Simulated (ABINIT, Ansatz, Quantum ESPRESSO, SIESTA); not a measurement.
# Code comparison for CaTcO3 (Cm, 5 atoms in the cell)

Self-consistent single point, at a second geometry (lattice scaled by 0.98). First geometry:

```xyz
5
Lattice="2.7875 -2.7815 0.0000 2.7875 2.7815 0.0000 -0.0134 0.0000 3.9387" Properties=species:S:1:pos:R:3 pbc="T T T"
Ca     5.5476     0.0000     0.0065
Tc     2.7706     0.0000     2.0213
O      4.1616    -1.3945     2.0347
O      4.1616     1.3945     2.0347
O      2.7916     0.0000     0.0540
```

Shared settings, as Ansatz (a first-principles code) writes them: kpoints.mp_grid.grid = 6 6 6; scf.occupations.method = gaussian; scf.occupations.width = 0.136 eV. Potentials and cutoffs stand in the table.

| code | model | ΔF from the first geometry (meV/atom) | pressure (GPa) | largest force (eV/Å) | cutoff |
|---|---|---|---|---|---|
| SIESTA | LDA PW92, numerical atomic orbitals TZP, PseudoDojo LDA standard norm-conserving potentials (rewritten from UPF to PSML) | -14.5 | 3.33 | 0.093 | grid 400 Ry |
| ABINIT | LDA (PW92), PAW (JTH v2.0 LDA PAW) | -42.8 | -4.12 | 0.048 | 24 Ha |
| Quantum ESPRESSO | LDA (PZ), GBRV 1.5 ultrasoft (LDA) pseudopotentials | -37.2 | -2.60 | 0.046 | 40 Ry |
| Ansatz | LDA (PW92), PAW files | -40.0 | -3.08 | 0.048 | 500 eV |

Size of the force on each atom (eV/Å): Sizes of forces hide their directions.

```tsv
code	Ca1	Tc2	O3	O4	O5
SIESTA	0.093	0.013	0.046	0.046	0.042
ABINIT	0.048	0.037	0.026	0.026	0.026
Quantum ESPRESSO	0.046	0.038	0.026	0.026	0.024
Ansatz	0.048	0.038	0.026	0.026	0.024
```

On Ansatz's run: spin polarisation is off; with an odd number of electrons in the cell that forces a metal, and a magnetic state may lie lower.

The spread over the programs that give each value: ΔF from the first geometry within 28.3 meV/atom; pressure within 7.45 GPa; largest force within 0.047 eV/Å.

SIESTA uses small atom-centred bases, whose incompleteness enters pressures, forces and empty levels differently from a plane-wave cutoff. Ansatz's pressure is given at a fixed set of plane waves, as the other plane-wave codes print theirs; with its correction for the finite basis it is -3.04 GPa. The same LDA comes in different parametrisations, which differ slightly. In the pressure, SIESTA (by 6.41) and ABINIT (by 1.04) lie more than 1 GPa from the median of the plane-wave programs. In the force vectors, SIESTA (by 0.140) lies more than 0.08 eV/Å from the median of the plane-wave programs.

The starting cell comes from a database of computed structures (which also holds hypothetical and non-ambient phases and stackings), without a prior relaxation at this level. For this run, on top of that: lattice scaled by 0.98.

Keys are those of Ansatz 0.2.
